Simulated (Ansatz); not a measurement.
Here is the system:

```
CELL_PARAMETERS angstrom
      3.22410     0.00000     0.00000
     -1.61205     2.67773     0.00000
      0.00000     0.00000    11.71813
ATOMIC_POSITIONS crystal
  W  0.33418 0.66836 0.25000
  W  0.66582 0.33164 0.75000
  S  0.32960 0.65921 0.61722
  S  0.67040 0.34079 0.11722
  S  0.67040 0.34079 0.38278
  S  0.32960 0.65921 0.88278
```

No spin polarisation.

Computed with Ansatz (a first-principles code), PBEsol-D3(BJ), PAW, cutoff 420 eV, no spin-orbit coupling, earlier PAW set. Γ-centred 12×12×3 mesh, Fermi–Dirac width 0.05 eV.

### Question
Estimate the hole mass.

### Answer
0.32 mₑ along x, 0.51 mₑ along y, 1.1 mₑ along z (at Γ).

### Question
What band gap does the calculation give?

### Answer
0.66 eV.

### Question
What is the computed gap character?

### Answer
Indirect, Γ → k = (0.167, 0.167, 0) in the run's primitive reciprocal basis.

Spin-orbit coupling, missing from the scalar runs, can matter with W. Load acts through the strain it causes; cell and atoms are relaxed under it. Masses are band curvatures over ±0.01 Å⁻¹ around the edge. Beyond what the load breaks, stability against distortions was not tested. The cell was made from WS2 in the 2H-MoS2 type structure (space group P6_3/mmc, No. 194; layered, stacked along the Cartesian z axis) by this change: uniaxial stress, 8 GPa tension along x.
